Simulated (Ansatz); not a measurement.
We consider ErPd3 (Pm-3m, No. 221), described by r²SCAN in Ansatz (plane waves, PAW).

Numerical settings: plane-wave cutoff 560 eV, 14×14×14 k mesh, Fermi–Dirac smearing 0.05 eV, spin-polarised with parallel moments, scalar-relativistic PAW data made under PBE.

Computed at the level's own relaxed cell.

Task: Predict the equilibrium lattice constant a and bulk modulus B0.

Result: 
* **equilibrium lattice constant a**: 4.073 Å
* **bulk modulus B0**: 143 GPa

Note: the magnetic order was assumed, not searched for or taken from measurement; the 4f shell is treated without U or exact exchange, so its levels and filling can be wrong; the bulk modulus is −V dP/dV from two relaxed cells at ±2 % in volume.

Spin–orbit coupling is not included.

The computed numbers hold no vibrational or temperature effects.

Cost on a shared machine: roughly 16 core-minutes.

Ansatz is a first-principles code.
